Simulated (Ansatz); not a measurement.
Formation energy of the localised charge states of Ga_Nb in ferroelectric LiNbO3 (start: the Nb site; 120-site cell, 2×2×2 Γ-centred sampling) against the Fermi level, Nb-rich (Δμ(Nb) = -1.00 eV, Δμ(Ga) = -0.070 eV, bounded by LiNbO2 (P6_3/mmc), Nb2O5 (C2/c), NbGa3 (I4/mmm); only phases computed here count, gases as isolated molecules at 0 K). Calculation: PBE, PAW (plane waves to 420 eV; Ansatz, a program for electronic structure).

Charges from +1 to −2 were run; one beyond them could lie lower near a band edge.

Cell and caveats: 120-site cell; 2×2×2 Γ-centred k-points; host gap 3.53 eV; charged states image-corrected; energies good to tenths of an eV; flagged in the runs: a host whose relaxation on this sampling wasn't shown to rest, a strain field that reaches the edge of the cell.

Left out: charge +1 (level within 0.1 eV of a band edge or past it).

| E_F − E_VBM (eV) | q = 0 | q = −1 | q = −2 |
|---|---|---|---|
| 0.00 | 6.90 | 7.20 | 7.51 |
| 0.44 | 6.90 | 6.76 | 6.62 |
| 0.88 | 6.90 | 6.32 | 5.74 |
| 1.33 | 6.90 | 5.88 | 4.86 |
| 1.77 | 6.90 | 5.44 | 3.97 |
| 2.21 | 6.90 | 5.00 | 3.09 |
| 2.65 | 6.90 | 4.55 | 2.21 |
| 3.09 | 6.90 | 4.11 | 1.32 |
| 3.53 | 6.90 | 3.67 | 0.44 |

Crossings of the lowest lines: (0/−2) at 0.30 eV.
